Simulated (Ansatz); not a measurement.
Lattice parameter a of fluorite PbF2 (high-temperature phase): levels of theory against measurement

Reference value: 5.94 Å (measured, temperature not stated, no zero-point or thermal correction; as tabulated in Cadelano and Cappellini (2011), arXiv:1107.5962).

Q: Put these levels in order of the lattice parameter a that they give for fluorite PbF2 (high-temperature phase), smallest first: Hartree–Fock (Ansatz, a first-principles code), PBE-D4 (Ansatz), r²SCAN+SOC (Ansatz).

A: r²SCAN+SOC (5.918 Å), PBE-D4 (5.993 Å), Hartree–Fock (6.053 Å)

Differences against the reference: PBE-D4 +0.89 %, r²SCAN+SOC -0.37 %, Hartree–Fock +1.90 %.

The reference isn't brought to a static lattice, while the calculations are for one, so the differences are not the levels' errors alone. A static lattice is as a rule a little smaller than the measured one.  Density-functional levels without +SOC have no spin–orbit coupling. PBE-D4: a distance lies near a switch of the dispersion term, which can move the cell. Cutoffs and k meshes differ between the levels. Ansatz's density-functional and Hartree–Fock values are scalar-relativistic unless marked +SOC, with PAW data made under PBE.

Differences are worked out from the printed values.
